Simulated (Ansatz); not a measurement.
Consider CdS in the zinc blende structure (space group F-43m, No. 216).

CdS is modelled in the cubic space group F-43m (No. 216), the zinc blende structure, Pearson symbol cF8. Cell: a = b = c = 5.8777 Å, α = β = γ = 90.00°. S on 4d is surrounded by 4 Cd at 2.545 Å (tetrahedral). Cd on 4a is surrounded by 4 S at 2.545 Å (tetrahedral). (Neighbours: up to the widest gap in distance over summed covalent radii, below 1.35, at either atom; cation-cation and far metal-metal contacts left out.)
(The calculation used a cell of 2 atoms; values per cell refer to that cell.)

Method: Ansatz (a program for electronic structure) r2SCAN, without spin-orbit coupling.

Before the change:

Width of the top valence band: 2.16 eV
Valley order: Γ 1.54 eV; L along ⟨111⟩ 3.44 eV; X along ⟨100⟩ 3.89 eV
Hole mass: 0.16, 0.78, 0.78 mₑ (at Γ)
Shortest interatomic distance: 2.545 Å

It is then changed as follows: cell and atoms relaxed at a pressure of 100 GPa.

Task: Predict the new width of the top valence band.

Result: The width of the top valence band goes up by 2.423 eV, from 2.16 eV to 4.59 eV.

Task: What does the calculation give for the valley order after the change?

Result: The valley order (the lowest conduction-band minima on the path, energy above the VBM, named in the base's zone) goes from Γ 1.54 eV; L along ⟨111⟩ 3.44 eV; X along ⟨100⟩ 3.89 eV to Γ 2.32 eV; X along ⟨100⟩ 2.69 eV; L along ⟨111⟩ 3.51 eV.

Task: How does this affect the hole mass?

Result: The hole mass (degenerate bands, along [100]) changes from 0.16, 0.78, 0.78 mₑ (at Γ) to 0.23, 0.39, 0.39 mₑ (at Γ).

Task: Predict the new shortest interatomic distance.

Result: The shortest interatomic distance drops by 0.404 Å, from 2.545 Å to 2.141 Å.

Load acts through the strain it causes; cell and atoms are relaxed under it. Effective masses come from finite differences of ±0.01 Å⁻¹. No phonon test of stability was made. Tetrahedral semiconductors of this kind turn to denser phases somewhere between about 1 and 50 GPa; those were not computed, so compressed cells here can lie past the real transition.
